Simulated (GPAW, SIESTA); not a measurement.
A SIESTA input for a self-consistent single point of ZnS (P6_3mc, 4 atoms in the cell) (DFT, LDA PW92, numerical atomic orbitals DZP, PseudoDojo LDA standard norm-conserving potentials (rewritten from UPF to PSML)):

```
# files in the folder: Zn.psml S.psml (PseudoDojo LDA standard)
SystemName  ZnS
SystemLabel ZnS

NumberOfAtoms                4
NumberOfSpecies              2
%block ChemicalSpeciesLabel
  1 30 Zn
  2 16 S
%endblock ChemicalSpeciesLabel
LatticeConstant              1.0 Ang
%block LatticeVectors
     3.762033000    0.000000000    0.000000000
    -1.881017000    3.258016000    0.000000000
     0.000000000    0.000000000    6.166243000
%endblock LatticeVectors
AtomicCoordinatesFormat      Ang
%block AtomicCoordinatesAndAtomicSpecies
    -0.000002214    2.172011753    0.000863274  1
     1.881018214    1.086004247    3.083984774  1
    -0.000002214    2.172011753    2.311477851  2
     1.881018214    1.086004247    5.394599351  2
%endblock AtomicCoordinatesAndAtomicSpecies

XC.functional                LDA
XC.authors                   PW92
PAO.BasisSize                DZP
PAO.EnergyShift              0.01 Ry
MeshCutoff                   300 Ry
%block kgrid.MonkhorstPack
    5   0   0  0.0
    0   5   0  0.0
    0   0   3  0.0
%endblock kgrid.MonkhorstPack
OccupationFunction           FD
ElectronicTemperature        0.05 eV

MaxSCFIterations             150
SCF.Mixer.Method             Broyden
SCF.Mixer.Weight             0.1
SCF.Mixer.History            6
SCF.DM.Tolerance             1.0E-05
Diag.ParallelOverK           true
WriteForces                  true
```

Give the GPAW input for the same structure, mesh, smearing and functional.

One input that does it (others would too):

```python
from ase import Atoms
from ase.units import GPa
from gpaw import GPAW

atoms = Atoms(['Zn', 'Zn', 'S', 'S'],
              cell=[[3.762033, 0.000000, 0.000000],
                    [-1.881017, 3.258016, 0.000000],
                    [0.000000, 0.000000, 6.166243]],
              scaled_positions=[[0.333333, 0.666667, 0.000140],
                                [0.666667, 0.333333, 0.500140],
                                [0.333333, 0.666667, 0.374860],
                                [0.666667, 0.333333, 0.874860]],
              pbc=True)

calc = GPAW(mode={'name': 'pw', 'ecut': 800},
            xc='LDA',
            kpts=(5, 5, 3),
            occupations={'name': 'fermi-dirac', 'width': 0.05},
            nbands=-4,
            convergence={'forces': 0.001, 'bands': -2},
            symmetry={'symmorphic': False, 'tolerance': 0.0005},
            maxiter=120)

atoms.calc = calc

energy = atoms.get_potential_energy()
print('Energy (eV):', round(energy, 6))
forces = atoms.get_forces()
print('Forces (eV/Ang):')
print(forces.round(5))
stress = atoms.get_stress()
print('Stress (GPa, Voigt):', (stress / GPa).round(4))
```

Basis, cutoffs, solver keys and any potentials are the target program's own. This input uses DFT LDA (Perdew-Wang 92), plane waves, GPAW PAW datasets LDA (gpaw-data 1.0.1). LDA parametrisations can differ slightly between programs.

The starting cell comes from a database of computed structures (which also holds hypothetical and non-ambient phases and stackings), without a prior relaxation at this level. Its lattice was rescaled by a random factor within 2.5 % of one.
